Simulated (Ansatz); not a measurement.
Consider Na$_{2}$S in the anti-fluorite structure (space group Fm-3m, No. 225).

```xyz
3
Lattice="0.0000 3.2507 3.2507 3.2507 0.0000 3.2507 3.2507 3.2507 0.0000" Properties=species:S:1:pos:R:3 pbc="T T T"
Na     1.6253     1.6253     1.6253
Na     4.8760     4.8760     4.8760
S      0.0000     0.0000     0.0000
```

Cartesian axes are those of the cell as printed.

Method: PBEsol (Ansatz, a quantum-chemistry and plane-wave program, PAW, scalar-relativistic without spin-orbit coupling).

For the base:

```
Property    Result
--------  --------
Pressure  0.1 kbar
```

Modification: tensile biaxial strain of 3.00 % in the plane normal to [001], as in epitaxy on a mismatched substrate; the out-of-plane cell vector and the atoms relax.

Q: Predict the new pressure.

A: The pressure (mean of the normal stresses, compression positive) decreases by 11.60 kbar to -11.6 kbar.

Q: How does this affect the energy relative to the base?

A: The energy grows by 7.7 meV/atom.

Q: What does the calculation give for the out-of-plane strain after the change?

A: The out-of-plane strain amounts to -1.65 %.

Q: What does the calculation give for the hole mass after the change?

A: The hole mass comes out as 0.41 mₑ out of plane, 2.6 mₑ in plane (at Γ).

The levels and masses belong to the bands next to the band gap. Effective masses come from finite differences of ±0.01 Å⁻¹. Whether these cells are dynamically stable was not tested.
